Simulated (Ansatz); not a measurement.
```yaml
crystal:
  lattice:
    - [5.72352, 0.00000, 0.00000]
    - [-2.86176, 4.95671, 0.00000]
    - [0.00000, 0.00000, 7.64600]
  atoms:
    - { symbol: Cs, position: [0.00000, 0.00000, 0.50000] }
    - { symbol: Cs, position: [0.00000, 0.00000, 0.00000] }
    - { symbol: Cs, position: [0.66667, 0.33333, 0.25000] }
    - { symbol: Cs, position: [0.33333, 0.66667, 0.75000] }
    - { symbol: S, position: [0.33333, 0.66667, 0.25000] }
    - { symbol: S, position: [0.66667, 0.33333, 0.75000] }
```

These are PBEsol, rigid bands (plane waves, PAW, scalar-relativistic; Ansatz, an electronic-structure program) values and carry that method's errors. Cell: cell and atoms relaxed with PBEsol.

Predict the electron conductivity mass (n e² τ/σ) at 300 K, by direction if it differs.

0.51 (x), 0.51 (y), 0.28 (z) mₑ.

Predict the hole conductivity mass (n e² τ/σ) at 300 K, by direction if it differs.

0.84 (x), 0.84 (y), 4.0 (z) mₑ.

And the band gap?

2.21 eV at this level; semilocal functionals usually fall short of the measured gap.

Rigid bands, one relaxation time for all states, no polarons. Spin-orbit coupling is left out; where it splits the top of the valence band it changes the hole mass and lowers the gap by about a third of the splitting.

Computed structure with no diffraction record at hand here (it may be known, metastable or hypothetical): Cs2S (P6_3/mmc).
